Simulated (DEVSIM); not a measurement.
Structure: abrupt Si p-n junction, at 300 K.

| layer (left to right) | material | thickness (μm) | Nd (cm⁻³) | Na (cm⁻³) | τn (s) | τp (s) |
|---|---|---|---|---|---|---|
| 1 | Si | 3.60 | - | 7.2e16 | 5.7e-7 | 5.7e-7 |
| 2 | Si | 0.620 | 5.5e14 | - | 5.7e-7 | 5.7e-7 |

Left contact: ohmic. Right contact: ohmic. Voltage is applied to the left contact. Recombination: SRH at mid-gap, radiative, Auger. Mobility is μmin + (μ − μmin)/(1 + (N/Nref)^α).

The device is made up for the run: typed textbook-type constants, with dimensions and the other settings drawn at random. Values at 300 K.

```
parameter           Si
-------------  -------
gap (eV)         1.124
affinity (eV)     4.05
permittivity      11.7
Nc (cm⁻³)      2.86e19
Nv (cm⁻³)       3.1e19
μn (cm²/Vs)       1417
μp (cm²/Vs)        470
μn,min              52
μp,min              45
Nref,n          9.7e16
Nref,p          2.2e17
αn                0.68
αp                0.72
B (cm³/s)      4.7e-15
Cn (cm⁶/s)     2.8e-31
Cp (cm⁶/s)     9.9e-32
```

Simulated with DEVSIM: 1D drift-diffusion, Boltzmann statistics, complete ionisation; no tunnelling, impact ionisation, image-force lowering or self-heating.

The doping Nd of layer 2 was swept, all else fixed.

| doping Nd of layer 2 (cm^-3) | dark forward voltage at 100 A/cm² (V) | potential step across the device at zero bias (V) | largest field in the device at zero bias (V/cm) | dark forward voltage at 1 A/cm² (V) |
|---|---|---|---|---|
| 1.6e13 | 0.576 | 0.595 | 16000 | 0.349 |
| 5.5e13 | 0.598 | 0.627 | 17000 | 0.382 |
| 1.6e14 | 0.615 | 0.655 | 17000 | 0.412 |
| 5.5e14 | (withheld) | 0.686 | 18000 | (withheld) |
| 1.6e15 | 0.652 | 0.714 | 21000 | 0.496 |
| 5.5e15 | 0.680 | 0.746 | 34000 | 0.539 |
| 1.6e16 | 0.704 | 0.774 | 54000 | 0.571 |

Task: What belongs in the gaps?

Result: 
- 5.5e14, dark forward voltage at 100 A/cm² (V): 0.634
- 5.5e14, dark forward voltage at 1 A/cm² (V): 0.454
